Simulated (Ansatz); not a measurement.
## Worked example: self-consistent single point of NbH2 (I4mm, 3 atoms in the cell) in Ansatz

Level of theory: PBEsol, default PAW files made with PBE (plane waves; Ansatz, a quantum-chemistry and plane-wave program).

Input as run:

Ansatz 0.2 input:
```yaml
crystal:
  lattice:
    - [0.00000000, 2.29598300, 2.29598300]
    - [2.29598300, 0.00000000, 2.29598300]
    - [2.29598300, 2.29598300, 0.00000000]
  atoms:
    - { symbol: Nb, position_ang: [0.00000000, 0.00000000, 0.05000192] }
    - { symbol: H, position_ang: [1.14799150, 1.14799150, 1.14799150] }
    - { symbol: H, position_ang: [3.44397450, 3.44397450, 3.44397450] }
basis:
  ecutwfc: 420.0
kpoints:
  mp_grid:
    grid: [12, 12, 12]
hamiltonian:
  xc: pbesol
  pseudopotentials:
    kind: paw
scf:
  occupations:
    method: gaussian
    width: 0.1
output:
  forces: true
  eigenvalues: true
  stress: true
```

The program printed (abridged):

```
WARN ansatz: RAYON_NUM_THREADS=1 ignored (pool sized by the plan → 1); use --threads N
Pseudopotentials: kind: paw
Pseudopotential: Nb, paw, valence charge 13
Pseudopotential: H, paw, valence charge 1
Crystal: 3 atoms, lattice volume = 24.207 Å³
Basis set: ecut = 420 eV, 459 PW (Γ), exchange–correlation on 48×48×48 points (8 copies of the dense FFT grid, shifted against one another)
Bands: 12, of which v1, the nominal top of the filled ones, is band 8 counted from 1 (7 counted from 0)
Symmetry: 8 space group operations
Space group: I4mm (ITA 107), of the structure as read, at distance tolerance 2.9e-5 Å
k-points: 163 of 1728 (time reversal used)
PAW frozen core: Nb, regenerated for the run's functional, and the local potential with it
Initial density: superposition of atomic densities (neutral atoms: chi_scale 0, normalization atom), corrected by the library's trained network
Initial wavefunctions: pseudopotential atomic-orbital guess
Eigensolver: davidson
Functional: x = pbesol(κ = 0.804, μ = 0.12345679012345678), c = pbesol(β = 0.046)
SCF iter   1: F=—  HF=-4527.664060 eV  |F-HF|=—  |Δ(HF+E_count)|=         —  Δρ=7.67e-3  dr2=9.11e-3  ethr=1.77e-3  ⟨swp⟩=5.0  Hψ=10707  notcnv=0
all-band conjugate gradients solve this SCF's bands
preconditioner: auto → none
SCF iter   2: F=—  HF=-4527.662238 eV  |F-HF|=—  |Δ(HF+E_count)|=   1.82e-3  Δρ=4.21e-3  dr2=2.98e-3  ethr=6.08e-5  ⟨swp⟩=1.0  Hψ=3260  notcnv=0
SCF iter   3: F=—  HF=-4527.661311 eV  |F-HF|=—  |Δ(HF+E_count)|=   9.27e-4  Δρ=2.56e-4  dr2=9.99e-6  ethr=1.99e-5  ⟨swp⟩=2.0  Hψ=2231  notcnv=0
SCF iter   4: F=—  HF=-4527.661311 eV  |F-HF|=—  |Δ(HF+E_count)|=   1.25e-7  Δρ=1.18e-4  dr2=2.53e-6  ethr=6.66e-8  ⟨swp⟩=2.1  Hψ=2837  notcnv=0
iter 5 did not close the SCF: its close was put off for the readings that it lacked (scf_convergence_deferred on its scf_iter line)
SCF iter   5: F=-4527.661310 eV  HF=-4527.661310 eV  |F-HF|=2.39e-8  |Δ(HF+E_count)|=   5.98e-7  Δρ=2.35e-5  dr2=6.54e-8  ethr=1.68e-8  ⟨swp⟩=2.2  Hψ=2900  notcnv=0
SCF iter   6: F=-4527.661310 eV  HF=-4527.661310 eV  |F-HF|=1.33e-9  |Δ(HF+E_count)|=   2.38e-9  Δρ=4.66e-6  dr2=2.48e-9  ethr=4.36e-10  ⟨swp⟩=2.9  Hψ=7541  notcnv=0
SCF 1 converged in 6 iterations: F = -4527.661310 eV  dr2 = 2.48e-9
SCF converged after 6 iterations
Free energy (F): -4527.661310 eV
Harris-Foulkes:  -4527.661310 eV  (|F-HF|=1.33e-9)
Internal energy: -4527.655144 eV  (E = F + TS)
E sigma→0 (E₀):  -4527.658227 eV
Entropy (-TS):   -0.006166 eV (-2.055 meV/atom)
Fermi energy:    14.702172 eV
--- Per-component energies (eV) ---
  E_band       = -110.223196
  E_kinetic    = 421.714591
  E_local      = -818.625211  (includes V_loc(G=0)·N_el)
  E_nonlocal   = 123.986135
  E_hartree    = 254.193062
  E_xc         = -192.572440
  E_vxc        = -236.160651  (∫ρ·V_xc dr)
  E_paw        = -3018.552927  (= ΣΔE_a)
  E_vpaw       = -109.520463  (= ΣTr[D̂ρ^β])
  E_aug_tail   = -0.002488  (compensation charges beyond the density's cutoff)
  E_ewald      = -1297.984576
  E_core_change = 0.188709  (= ΣΔE_core)
  E_smearing   = -0.006166  (= −TS)
  E_closure    = -0.000000  (closes the sum)
  Σ components = -4527.661310   (vs F -4527.661310, Δ=0.00e0)
--- Forces (eV/Å), atoms counted from 1 ---
  atom   1  Nb     0.00000000     0.00000000    -0.39035169
  atom   2  H     -0.00000000     0.00000000     0.19517759
  atom   3  H     -0.00000000    -0.00000000     0.19517759
  max |Σ_I F_I| component: 3.48e-6 eV/Å
--- Stress (GPa, compression-positive) ---
       -8.207911       0.000000       0.000000
        0.000000      -8.207911       0.000000
        0.000000       0.000000      -8.414609
  P = ⅓ Tr σ = -8.2768 GPa (-82.768 kbar)
  The stress holds the Pulay correction. Without it, at fixed plane waves, as pw.x and ABINIT print it: P = -8.4522 GPa
--- Band table (eV; the first three rows and the last of 163) ---
  k-point 0: bands = ["-40.6333", "-16.4530", "-16.4530", "-16.4527", "4.1243", "13.0563", "13.3568", "13.3568", "13.9595", "15.9139", "15.9162", "26.8138"]
  k-point 1: bands = ["-40.6281", "-16.4982", "-16.4585", "-16.4583", "4.3098", "11.8741", "13.4377", "13.4501", "15.3770", "15.8379", "15.8400", "25.4087"]
  k-point 2: bands = ["-40.6138", "-16.6202", "-16.4736", "-16.4734", "4.8237", "10.6316", "13.6498", "13.6613", "15.7236", "15.7270", "17.2397", "23.9382"]
  k-point 162: bands = ["-40.5289", "-17.0805", "-16.6682", "-16.6682", "7.3160", "9.6419", "10.5102", "17.4222", "17.4758", "17.4758", "21.6570", "21.6570"]
```

The run converged in 6 iterations.

The starting cell comes from a database of computed structures (which also holds hypothetical and non-ambient phases and stackings), without a prior relaxation at this level. Its lattice was rescaled by up to half a per cent. One atom was moved a little off its site on purpose. Spin polarisation is off. With a pressure of about -8 GPa the cell is away from its equilibrium volume at this level. Ansatz's pressure includes its estimate of the finite-basis (Pulay) stress.
